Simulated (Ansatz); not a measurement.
Take SiC in the wurtzite structure (space group P6_3mc, No. 186; a = 3.092 Å, c = 5.074 Å) as the base.

All numbers come from Kohn–Sham DFT with the PBE functional, run in Ansatz (an electronic-structure program) with PAW and 420 eV plane waves, without spin-orbit coupling.

Base values:

- Lattice parameter a: 3.092 Å
- Smallest direct gap: 3.94 eV
- Band gap: 2.31 eV

It is then changed as follows: cell and atoms relaxed at a pressure of 15 GPa.

Q: How does this affect the lattice parameter a?

A: The lattice parameter a shrinks by 0.063 Å (3.092 Å → 3.029 Å).

Q: What happens to the smallest direct gap?

A: The smallest direct gap increases by 0.12 eV, from 3.94 eV to 4.06 eV.

Q: How does this affect the band gap?

A: The band gap shrinks by 0.112 eV (2.31 eV → 2.19 eV).

Load acts through the strain it causes; cell and atoms are relaxed under it. Stability against distortions was not tested. No other phases were tried under pressure.
